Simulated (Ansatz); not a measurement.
Base system: Re in the hcp (Mg type) structure (space group P6_3/mmc, No. 194; relaxed with 0.1 eV smearing).

```
Re
1.0
    2.77642     0.00000     0.00000
   -1.38821     2.40445     0.00000
    0.00000     0.00000     4.48093
Re
2
Direct
  0.66667   0.33333   0.75000
  0.33333   0.66667   0.25000
```

Computed with plane-wave PAW DFT at the PBE level (Ansatz, an electronic-structure program, 420 eV), no spin-orbit coupling.

Strains are applied to the cell and any free atomic positions relax.

One change was made to it. Results:

The pressure (mean of the normal stresses, compression positive) goes from zero to -14.7 GPa; the energy increases by 33 meV/atom.

Question: Which of these changes matches the shifts?
A. isotropic strain +0.50 %
B. isotropic strain +1.50 %
C. isotropic strain −1.00 %
D. isotropic strain −0.50 %

Answer: B, isotropic strain +1.50 %. For comparison, the energy relative to the base in the other runs: isotropic strain −1.00 % gives +16 meV/atom; isotropic strain +0.50 % gives +3.8 meV/atom; isotropic strain −0.50 % gives +3.9 meV/atom.

Stability against distortions was not tested. All final runs are without spin polarisation.
